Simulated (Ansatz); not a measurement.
Reference: SnO₂ (P4_2/mnm), PBEsol with spin-orbit coupling, rigid bands (plane waves, PAW; Ansatz, a quantum-chemistry and plane-wave program); axes and stresses refer to this cell.

```yaml
crystal:
  lattice:
    - [4.76909, 0.00000, 0.00000]
    - [0.00000, 4.76909, 0.00000]
    - [0.00000, 0.00000, 3.21208]
  atoms:
    - { symbol: Sn, position: [0.50000, 0.50000, 0.50000] }
    - { symbol: Sn, position: [0.00000, 0.00000, 0.00000] }
    - { symbol: O, position: [0.19372, 0.80628, 0.50000] }
    - { symbol: O, position: [0.80628, 0.19372, 0.50000] }
    - { symbol: O, position: [0.69372, 0.69372, 0.00000] }
    - { symbol: O, position: [0.30628, 0.30628, 0.00000] }
```

The electron mass along x is 0.198 mₑ. The electron conductivity mass comes out as 0.190 mₑ and the hole mass along z is 1.97 mₑ.

Q: After one change the values are electron mass along x 0.23 mₑ; electron conductivity mass 0.22 mₑ; hole mass along z 1.80 mₑ. What was changed between the two runs?
A) hydrostatic pressure -2 GPa
B) hydrostatic pressure 2 GPa
C) hydrostatic pressure 10 GPa

A: C, hydrostatic pressure 10 GPa

Masses are for dilute carriers at 300 K, harmonic means over directions unless an axis is named. Stresses and pressures are the targets of the relaxation.  The structure type is held under load, also where the real crystal would transform.
